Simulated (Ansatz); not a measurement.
The starting structures come from a database of crystals and need not be the phases stable at ambient conditions.

The decay constant κ of evanescent states in the gap governs leakage through a thin film.

```
CELL_PARAMETERS angstrom
      6.58677     0.00000     0.00000
      0.00000     6.92238     0.00000
      0.00000     3.46119     1.99832
ATOMIC_POSITIONS crystal
  Be 0.49957 0.33333 0.00000
  Be 0.99957 0.66667 0.00000
  Te 0.12543 0.33333 0.00000
  Te 0.62543 0.66667 0.00000
```

Space group of this cell: P6_3mc, wurtzite. The cell is taken as given.

Transport runs along the normal of the first two printed cell vectors, the (110) plane of the conventional cell.

The gap is the functional's own. No spin-orbit coupling. Mid-gap values are interpolated on the energy grid.

Estimate the band gap and the smallest decay constant κ at mid-gap that r2SCAN (Ansatz, a program for electronic structure) returns for this system.

Gap 2.58 eV on a 6×16×16 mesh; κ = 0.189 1/Å, at the zone centre.
